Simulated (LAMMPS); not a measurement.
LAMMPS 22 Jul 2025, classical MD, Tersoff (Ge.tersoff): Ge, 8000 atoms.

```json
{
  "task": "MD, nve",
  "potential": "Tersoff, Ge.tersoff",
  "copies_of_the_repeat_unit": "10×10×10",
  "shape (slab and sphere leave vacuum in the box)": "slab",
  "temperature": "800 K",
  "steps": "4000",
  "timestep": "1 fs",
  "neighbor_skin": "2 Å",
  "neigh_modify": "every 1 delay 0 check yes",
  "thermo": "100",
  "newton": "on (default)",
  "atom_modify sort (bins of 2 Å where set)": "1000 (default)",
  "box": "56.6 × 56.6 × 169.7 Å, the slab in its lowest third along z, the rest vacuum",
  "start": "generated diamond lattice, warmed in an untimed run",
  "compared_values": "energy and forces of the first step, drift over the run"
}
```

It runs on a single node (Arm Neoverse V2, 96 cores on 1 socket, no SMT, 1 L3 cache group).

Each time is the median wall time of two to five repeats, run one at a time on the otherwise empty machine; start-up is included. Unless noted, each process is bound to its own block of adjacent cores. Build: PyPI wheel: MPICH, OPENMP and OPT packages. Other compilers and libraries give other times. Scratch files lie in a memory file system. A preparatory run goes ahead and isn't timed.

All on 64 ranks. Base settings, kept where nothing else is said: processors = * * * (default), balance = none (default), comm = brick (default). The candidates, on 64 cores each, agree within 1.0 meV/atom in energy, 10 meV/Å in forces on 48 atoms, 0.20 meV an atom in drift of the total energy:
A. the base settings
B. balance = fix b all balance 200 1.1 shift xyz 10 1.05
C. balance = balance 1.05 rcb, comm = tiled
D. processors = 64 1 1
E. processors = 1 1 64
F. processors = * * 1
G. processors = 4 4 4

Task: Which of these settings finishes first?

Result: F and B, at 0.94 s to 1.0 s, level within 8 % or the scatter of repeats. At the other end E takes 2.5× as long.

```json
[
 {"candidate": "F", "wall time": "0.94 s", "repeats": "3 runs within 1 %", "neighbour list builds": "35"},
 {"candidate": "B", "wall time": "1.0 s", "repeats": "3 runs within 1 %", "neighbour list builds": "40"},
 {"candidate": "C", "wall time": "1.1 s", "repeats": "3 runs within 1 %", "neighbour list builds": "35"},
 {"candidate": "D", "wall time": "1.4 s", "repeats": "3 runs within 1 %", "neighbour list builds": "35"},
 {"candidate": "G", "wall time": "2.2 s", "repeats": "3 runs within 1 %", "neighbour list builds": "35"},
 {"candidate": "A", "wall time": "2.3 s", "repeats": "3 runs within 1 %", "neighbour list builds": "35"},
 {"candidate": "E", "wall time": "2.4 s", "repeats": "3 runs within 1 %", "neighbour list builds": "35"}
]
```

From the slowest to the fastest: The largest move is in other (Other): 1.4 s to 0.036 s. The slowest rank's pair time is 3.30 times the mean in the first run and 1.03 times in the second; the others wait. What the program resolved moves too: grid of ranks from 1 by 1 by 64 to 8 by 8 by 1.
